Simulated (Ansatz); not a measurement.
# Lattice parameter a of cubic perovskite BaHfO3: levels of theory against measurement

Reference value: 4.171 Å (measured, room temperature, no zero-point or thermal correction, sources range from 4.171 to 4.180; as tabulated in Zhao et al. (2008), arXiv:0809.3506).

Problem. Put these levels in order of the lattice parameter a that they give for cubic perovskite BaHfO3, smallest first: LDA (Ansatz, a first-principles code), PBE (Ansatz), PBE0 (Ansatz).

Solution. LDA (4.122 Å), PBE0 (4.175 Å), PBE (4.206 Å)

Differences against the reference: LDA -1.17 %, PBE +0.84 %, PBE0 +0.10 %.

The reference has no zero-point or thermal correction, while the calculations are for a static lattice, so the differences are not the levels' errors alone. A static lattice is as a rule a little smaller than the measured one.  Density-functional levels without +SOC have no spin–orbit coupling. PBE, PBE0, LDA: the relaxation could not lower the start's symmetry, so the cell can be a saddle point above a distorted one. Cutoffs and k meshes differ between the levels. Ansatz's density-functional and Hartree–Fock values are scalar-relativistic unless marked +SOC, with PAW data made under PBE.

Differences are worked out from the printed values.
